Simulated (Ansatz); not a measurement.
Consider YN in the rock salt structure (space group Fm-3m, No. 225; a = 4.8562 Å).

Now apply this change: a hydrostatic pressure of 30 GPa.

Levels (all Ansatz, an electronic-structure program, PAW): PBEsol (420 eV, no spin-orbit coupling); r2SCAN (500 eV, spin-orbit coupling left out).

The geometry is relaxed with PBEsol.

- PBEsol band gap = zero
- PBEsol pressure = 30.0 GPa

With r2SCAN at the same geometry, the hole mass (degenerate bands, along [100]) amounts to 0.16, 1.0, 1.0 mₑ (at Γ); the electron mass is 1.2 mₑ along k, 0.081 mₑ across (at X); the band gap goes from zero to 0.26 eV; the pressure increases by 6.9 GPa to 36.9 GPa.

Single points use the geometry relaxed with PBEsol. Their cutoffs differ, which shifts pressures a little. A case with no gap was solved on a k-mesh chosen for an insulator, which is coarse for it. Load acts through the strain it causes; cell and atoms are relaxed under it. Masses are band curvatures over ±0.01 Å⁻¹ around the edge. Along k means along the line from Γ to the band edge. No phonon test of stability was made. No other phases were tried under pressure. All final runs are without spin polarisation. The zero or small gap of YN can change with the level of theory.
